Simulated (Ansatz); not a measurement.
Relaxation of the outer planes of the (100) surface of rock-salt TiC in its 1x1 cell (cut with top plane C + Ti, bottom plane C + Ti), outermost plane spacing 2.17 Å in the ideal cut.

Method: PBE (plane waves to 420 eV, PAW; Ansatz, an electronic-structure program).

Slab: 12 atoms, C6Ti6, 10.8 Å thick at the start; k 12x12x1, smearing 0.1 eV, dipole-corrected; all atoms relaxed; symmetry of the start imposed; no spin, no spin-orbit, no U.

```csv
plane,atoms,bulk spacing to the next (Å),relaxed spacing (Å),change (%),rumpling (Å)
1,C + Ti,2.167,[?],[?],[?]
2,C + Ti,2.167,2.157,-0.4,0.03 (C outermost)
```

### Question
Fill in the missing entries.

### Answer

- 1, relaxed spacing (Å): 2.152
- 1, change (%): -0.7
- 1, rumpling (Å): 0.12 (C outermost)
